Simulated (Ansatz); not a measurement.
Take PbS in the rock salt structure (space group Fm-3m, No. 225; a = 6.009 Å) as the base.

It is then changed as follows: hydrostatic tension (pressure −1 GPa).

Levels (all Ansatz, an electronic-structure program, PAW): PBE (420 eV, spin-orbit coupling left out); r2SCAN (500 eV, no spin-orbit coupling); HSE06 (420 eV, scalar-relativistic without spin-orbit coupling); PBE+SOC (420 eV, noncollinear with spin-orbit coupling).

One geometry, relaxed with PBE, under each level:

| level | band gap | lowest conduction level above the VBM at special points | electron mass | hole mass | pressure |
|---|---|---|---|---|---|
| PBE | 0.56 eV | L 0.56 eV; W 2.27 eV; K 3.37 eV; U 3.37 eV | 0.17 mₑ along k, 0.16 mₑ across (at L) | 0.21 mₑ along k, 0.14 mₑ across (at L) | -1.01 GPa |
| r2SCAN | 0.82 eV | L 0.82 eV; W 2.55 eV; K 3.67 eV; U 3.67 eV | 0.21 mₑ along k, 0.17 mₑ across (off the special points) | 0.28 mₑ along k, 0.14 mₑ across (at L) | -1.99 GPa |
| HSE06 | 1.02 eV | L 1.02 eV; W 2.86 eV; K 4.01 eV; Γ 5.92 eV | – | – | – |
| PBE+SOC | [?] | [?] | – | – | [?] |

**Question.** Give the withheld PBE+SOC results.

**Answer.** 
- PBE+SOC, band gap: 0.11 eV
- PBE+SOC, lowest conduction level above the VBM at special points: L 0.11 eV; W 2.00 eV; K 2.95 eV; U 2.95 eV
- PBE+SOC, pressure: -1.25 GPa

Single points use the geometry relaxed with PBE. Their cutoffs differ, which shifts pressures a little. HSE06 gaps are upper bounds (no full band path). Differences between runs with and without spin-orbit coupling are approximate. With Pb present, leaving out spin-orbit coupling can change the band edges. Load acts through the strain it causes; cell and atoms are relaxed under it. Effective masses come from finite differences of ±0.01 Å⁻¹. Along k means along the line from Γ to the band edge. No phonon test of stability was made. The zero or small gap of PbS under pressure −1 GPa can change with the level of theory.
